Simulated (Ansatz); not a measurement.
Consider Se vacancy in zinc-blende ZnSe, charge state +2. Computed with PBE, PAW (plane waves to 420 eV; Ansatz, a program for electronic structure).

Settings: 64 host sites, the relaxed PBE lattice, one k-point at (0.250, 0.250, 0.250), smearing 0.01 eV, spin-restricted, no image-charge correction. Energies are static. The charge state is imposed; whether it is stable for some Fermi level was not computed. Forms of the defect that were not tried may lie lower.

Barriers: single points on a 2×2×2 k-point mesh shifted by half a step at the bands' geometries.

The only route run: one Se atom jumps into the vacancy from a nearby Se site; the atom moves 4.12 Å along (0.00, -0.51, -0.51) of the unit cell; the moving atom starts with neighbours Zn at 2.40, 2 Zn at 2.49, Zn at 2.51 Å and ends with Zn at 2.40, 2 Zn at 2.49, Zn at 2.51 Å. Its barrier is 1.54 eV. The saddle point's order was not checked, and it lies on a symmetry element of the cell, where a band can be held. The defect has 12 equivalent sites to jump to, 4.05 Å away. Attempt frequency: take 10 THz as a typical guess.

Problem. Estimate the defect's diffusion coefficient at 300 K, how far it wanders in 10 years, and how much an error of 0.1 eV in the barrier would matter.

Solution. kT = 0.0259 eV, so each jump happens at Γ = ν exp(−E/kT) = 1.0e13 × exp(−59.57) ≈ 1.3e-13 s⁻¹. For uncorrelated jumps in a cubic host D = z λ² Γ / 6 = 12 × (4.05e-8 cm)² × 1.3e-13 / 6 ≈ 4.3e-28 cm²/s. The root-mean-square distance is √(6Dt) ≈ 0.009 nm, less than one jump, so the defect is frozen in. An error of 0.1 eV changes D by a factor exp(0.1/kT) ≈ 48, and the distance by its square root. This is the isolated defect's own diffusivity; trapping, its concentration and zero-point motion are left out.
